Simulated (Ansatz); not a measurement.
Take SrTiO3 in the cubic perovskite structure (space group Pm-3m, No. 221; a = 3.8914 Å) as the base.

The values are results of PBEsol/PAW in Ansatz (a first-principles code), without spin-orbit coupling, earlier PAW set, not measurements.

Base values:

```
Item                    Value
-------------------  --------
Lattice parameter a  389.1 pm
Band gap              1.86 eV
```

The change: full substitution Ti → Zr, then cell and atoms are relaxed.

What does the calculation give for the lattice parameter a and band gap after the change?

The lattice parameter a goes up by 23.85 pm (389.1 pm → 413.0 pm); the band gap increases by 1.456 eV, from 1.86 eV to 3.31 eV.

No phonon test of stability was made. All final runs are without spin polarisation. Many cubic perovskites are stable only at high temperature; tilts and polar distortions were not tested.
